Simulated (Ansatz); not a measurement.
Rb2KAsF6 under a change: biaxial strain −0.51 %, plane normal [001], relaxed out of plane

Consider Rb₂KAsF₆ (space group Fm-3m, No. 225; a = 9.083 Å; a cell from a computed database, its experimental status unchecked). Axes: x, y, z lie along the cube axes.

One thing is altered: compressive biaxial strain of 0.51 % in the plane normal to [001], as in epitaxy on a mismatched substrate; the out-of-plane cell vector and the atoms relax.

Level of theory: r2SCAN (Ansatz, an electronic-structure program), scalar-relativistic without spin-orbit coupling. Γ-centred 6×6×6 mesh, Fermi–Dirac width 0.05 eV.

| quantity | base | changed | shift |
|---|---|---|---|
| volume per atom | 18.74 Å³ | 18.58 Å³ | -0.153 Å³ |
| space group | Fm-3m (No. 225) | I4/mmm (No. 139) | – |
| shortest interatomic distance | 2.048 Å | 2.043 Å | -0.0057 Å |
| energy relative to the base (free energy F) | 0 meV/atom | +0.3 meV/atom | +0.3 meV/atom |
| pressure (mean of the normal stresses, compression positive) | 0.0 kbar | 3.2 kbar | +3.2 kbar |
| band gap | 4.98 eV | 4.97 eV | -0.01 eV |
| gap character | – | indirect, N → Γ–M (40 % along) | – |
| smallest direct gap | 4.98 eV | 4.98 eV | 0.00 eV |
| valley order (the lowest conduction-band minima on the path, energy above the VBM, named in the base's zone) | L along ⟨111⟩ 4.98 eV; a point along ⟨111⟩, about 0.4 Å⁻¹ from Γ 4.98 eV; a point along ⟨100⟩, about 0.3 Å⁻¹ from Γ 5.00 eV; a point along ⟨110⟩, about 0.2 Å⁻¹ from Γ 5.01 eV | a point along [001], about 0.3 Å⁻¹ from Γ 4.97 eV; a point along [1-1-1], about 0.5 Å⁻¹ from Γ 4.98 eV; a point along [100], about 0.3 Å⁻¹ from Γ 5.02 eV; a point along [1-10], about 0.2 Å⁻¹ from Γ 5.03 eV | – |
| out-of-plane strain | – | +0.20 % | – |
| mean in-plane stress (compression positive) | – | +0.5 GPa | – |

Stability against distortions was not tested. Labels are those of the standard path for the cell's own space group.
